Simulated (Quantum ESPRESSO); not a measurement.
## What a tighter setting buys: conv_thr, Mg₁₆Al₁₂Sn (I-43m, 29 atoms in the cell)

Cell: a = 9.2184 Å, b = 9.2184 Å, c = 9.2184 Å, α = 70.53°, β = 109.47°, γ = 70.53°.

Method of the run: LDA (PZ), GBRV 1.5 ultrasoft (LDA) pseudopotentials (plane waves; Quantum ESPRESSO).

Base settings: ecutwfc = 40 Ry; ecutrho = 200 Ry; occupations = smearing; smearing = fd; degauss = 0.0036749 Ry; potentials = {Mg: mg_lda_v1.4.uspp.F.UPF, Al: al_lda_v1.uspp.F.UPF, Sn: sn_lda_v1.4.uspp.F.UPF}; K_POINTS = automatic 3 3 3 0 0 0; conv_thr = 1e-10 Ry.

Misses are taken against the tightest run, 1e-13 Ry, which need not be fully converged itself.

Core times come from one kind of shared machine and are given to one figure; runs under 30 s give none.

The starting cell comes from a database of computed structures (which also holds hypothetical and non-ambient phases and stackings), without a prior relaxation at this level. Its lattice was rescaled by a random factor within 2.5 % of one. In the base run, with a pressure of about -4 GPa the cell is away from its equilibrium volume at this level.

The runs (conv_thr): 0.0001 Ry | 1e-05 Ry | 1e-07 Ry | 1e-09 Ry | 1e-10 Ry | 1e-11 Ry | 1e-13 Ry.

Problem. Which is the coarsest setting among those run that, with all tighter ones, holds the force on any atom within 0.05 eV/Å of the reference, and what does it save?

Solution. 1e-05 Ry, off by 0.020 eV/Å; it needs about 0.4 of the reference's time.

Problem. Which is the coarsest setting among those run that, with all tighter ones, holds the force on any atom within 0.01 eV/Å of the reference, and what does it save?

Solution. 1e-07 Ry, off by 0.0021 eV/Å; its saving against the reference is no more than about a factor of 2 in time.

| conv_thr | largest difference in the force on any atom (eV/Å) | core time / reference (rough) |
|---|---|---|
| 0.0001 Ry | 0.071 | 0.4 |
| 1e-05 Ry | 0.020 | 0.4 |
| 1e-07 Ry | 0.002 | 0.5 |
| 1e-09 Ry | 0.000 | 0.8 |
| 1e-10 Ry | 0.000 | 0.7 |
| 1e-11 Ry | 0.000 | 0.8 |
| 1e-13 Ry | 0.000 | 1 |

Left out of this page: 1 run of the series outside the window shown, repeating another row's setting, or not comparable.
